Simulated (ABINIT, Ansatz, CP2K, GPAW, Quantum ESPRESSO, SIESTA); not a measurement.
Hg₃Ge (P6_3/mmc, 8 atoms in the cell) computed with different codes at matched settings

Self-consistent single point.

```
CELL_PARAMETERS angstrom
      6.47046     0.00000     0.00000
     -3.23523     5.60358     0.00000
      0.00000     0.00000     5.24724
ATOMIC_POSITIONS crystal
  Ge 0.66667 0.33333 0.25000
  Ge 0.33333 0.66667 0.75000
  Hg 0.33728 0.16864 0.75000
  Hg 0.66272 0.83136 0.25000
  Hg 0.16864 0.33728 0.25000
  Hg 0.83136 0.66272 0.75000
  Hg 0.83136 0.16864 0.75000
  Hg 0.16864 0.83136 0.25000
```

Shared settings, as Ansatz (a first-principles code) writes them: kpoints.mp_grid.grid = 3 3 4; scf.occupations.method = gaussian; scf.occupations.width = 0.1 eV. Potentials and cutoffs stand in the table.

| code | model | pressure (GPa) | largest force (eV/Å) | cutoff |
|---|---|---|---|---|
| Quantum ESPRESSO | PBEsol, SSSP 1.1.2 precision (PBE) pseudopotentials | -4.44 | 0.040 | 75 Ry |
| GPAW | PBEsol, GPAW PAW datasets PBEsol (made by gpaw-setup) | -4.14 | 0.050 | 550 eV |
| ABINIT | PBEsol, PAW (JTH v2.0 PBE PAW, files made for PBE) | -4.36 | 0.037 | 21 Ha |
| SIESTA | GGA PBEsol, numerical atomic orbitals DZP, PseudoDojo PBEsol standard norm-conserving potentials (rewritten from UPF to PSML) | -12.69 | 0.083 | grid 400 Ry |
| Ansatz | PBEsol, PAW files made with PBE | -4.23 | 0.041 | default |
| CP2K | PBEsol, GPW, DZVP-MOLOPT-SR-GTH basis, GTH-PBE potentials (GTH_POTENTIALS) | -3.14 | 0.007 | grid 500 Ry |

On Ansatz's run: spin-orbit coupling is off.

The spread over the programs that give each value: pressure within 9.55 GPa; largest force within 0.076 eV/Å.

SIESTA and CP2K use small atom-centred bases, whose incompleteness enters pressures, forces and empty levels differently from a plane-wave cutoff. Ansatz's pressure is given at a fixed set of plane waves, as the other plane-wave codes print theirs; with its correction for the finite basis it is -4.19 GPa. In the pressure, SIESTA (by 8.39) and CP2K (by 1.16) lie more than 1 GPa from the median of the plane-wave programs. In the force vectors, SIESTA (by 0.123) lies more than 0.08 eV/Å from the median of the plane-wave programs.

The starting cell comes from a database of computed structures (which also holds hypothetical and non-ambient phases and stackings), without a prior relaxation at this level.

Left out of this page: Elk (not drawn, or without a comparable value).

Keys are those of Ansatz 0.2.
